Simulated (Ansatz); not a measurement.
The starting structures come from a database of crystals and need not be the phases stable at ambient conditions.

 Where the default PAW files enter, the runs use the earlier of Ansatz's two default sets.

Crystal: CaC₂ (I4/mmm, not sure to be the ambient phase, 3 atoms a cell, 16.0 Å³ an atom); planes in its conventional cell.

These are r2SCAN (plane waves, PAW; Ansatz, an electronic-structure program) values and carry that method's errors.

The gap is the functional's own, uncorrected, and κ follows it; spin-orbit coupling is left out. Mid-gap values are interpolated between the computed energies.

```tsv
plane	area of the cell (Å²)	mid-gap κ (1/Å)	largest κ in the gap (1/Å)
(001)	15.0	0.24	0.28
(110)	17.5	[?]	[?]
(100)	24.8	[?]	[?]
```

**Question.** The slowest decay depends on the direction. Supply the withheld values.

**Answer.** 
- (110), mid-gap κ (1/Å): 0.26
- (110), largest κ in the gap (1/Å): 0.33
- (100), mid-gap κ (1/Å): 0.33
- (100), largest κ in the gap (1/Å): 0.38
